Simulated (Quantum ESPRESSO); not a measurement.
## Variants of one calculation on Co₄SnSb₁₂ (Im-3, 17 atoms in the cell)

```cif
data_Co8Sb24Sn2
_chemical_formula_sum 'Co8 Sn2 Sb24'
_space_group_name_H-M_alt 'Im-3'
_space_group_IT_number 204
_space_group_name_Hall '-I 2 2 3'
_cell_length_a 9.19769
_cell_length_b 9.19769
_cell_length_c 9.19769
_cell_angle_alpha 90.000
_cell_angle_beta 90.000
_cell_angle_gamma 90.000
loop_
_atom_site_label
_atom_site_type_symbol
_atom_site_symmetry_multiplicity
_atom_site_Wyckoff_symbol
_atom_site_fract_x
_atom_site_fract_y
_atom_site_fract_z
_atom_site_occupancy
Co1 Co 8 c 0.25000 0.25000 0.25000 1
Sn1 Sn 2 a 0.00000 0.00000 0.00000 1
Sb1 Sb 24 g 0.00000 0.15970 0.33153 1
```
(The calculation used a cell of 17 atoms; values per cell refer to that cell.)

Base run A: LDA (PZ), PSlibrary ultrasoft (LDA) pseudopotentials (Quantum ESPRESSO), self-consistent single point.

Its settings: ecutwfc = 55 Ry; ecutrho = 330 Ry; occupations = smearing; smearing = gaussian; degauss = 0.0073499 Ry; K_POINTS = automatic 4 4 4 0 0 0; conv_thr = 1e-10 Ry.

The starting cell comes from a database of computed structures (which also holds hypothetical and non-ambient phases and stackings), without a prior relaxation at this level. Spin polarisation is off. In the base run, with a pressure of about -6 GPa the cell is away from its equilibrium volume at this level.

ΔF is the free energy per atom less that of run A. 

Runs:
- B: nbnd: default → 59
- C: ecutwfc: 55 Ry → 33 Ry; ecutrho: 330 Ry → 198 Ry
- D: ecutrho: 330 Ry → 110 Ry
- E: mixing_beta: default → 0.2; mixing_mode: default → TF
- F: mixing_beta: default → 0.6

| run | ΔF (meV/atom) | pressure (GPa) | largest force (eV/Å) |
|---|---|---|---|
| A | 0.00 | -6.21 | 0.084 |
| B | 0.00 | -6.21 | 0.084 |
| C | 219.1 | -16.40 | 0.083 |
| D | -0.92 | -6.19 | 0.082 |
| E | 0.00 | -6.21 | 0.084 |
| F | 0.00 | -6.22 | 0.084 |

Run C against A: The free energy goes up by 219 meV/atom, the pressure goes from -6.21 to -16.40 GPa and the largest force moves little (0.084 to 0.083 eV/Å).

Run B against A: The free energy hardly moves (within 1 meV/atom), the pressure stays at -6.21 GPa and the largest force stays at 0.084 eV/Å.
